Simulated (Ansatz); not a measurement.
## How far PBE and r2SCAN part for Se, uniaxial stress, 3 GPa compression along z

Take Se (space group P3_121, No. 152; a = 4.535 Å, c = 5.041 Å; made of chains) as the base. Axes: x lies along a and z along c of the hexagonal cell.

(Cell as relaxed with PBE.)

Levels (all Ansatz, a first-principles code, PAW): PBE (420 eV, scalar-relativistic without spin-orbit coupling); r2SCAN (500 eV, no spin-orbit coupling).

Each level relaxes its own structure.

```csv
base,PBE,r2SCAN
volume per atom,29.92 Å³,29.25 Å³
lattice parameter a,4.535 Å,4.506 Å
band gap,1.04 eV,1.33 eV
```

Now apply this change: uniaxial stress, 3 GPa compression along z; all other stress components relax to zero.

| quantity | PBE | r2SCAN |
|---|---|---|
| energy relative to the base (free energy F) | +16 meV/atom | [?] |
| strain response (xx, yy, zz) | (+4.29, +4.29, −5.47) % | [?] |

Problem. Given the PBE results, estimate those of r2SCAN.

Solution. 
- energy relative to the base (free energy F), r2SCAN: +14 meV/atom
- strain response (xx, yy, zz), r2SCAN: (+3.30, +3.30, −4.95) %

PBE's energy relative to the base lies 2.1 meV/atom above r2SCAN's. Neither level is exact; r2SCAN is the comparison here, not a measurement.

Beyond what the load breaks, stability against distortions was not tested. No dispersion term is included, though the crystal is made of layers, chains or molecules, so its spacings can come out too wide.
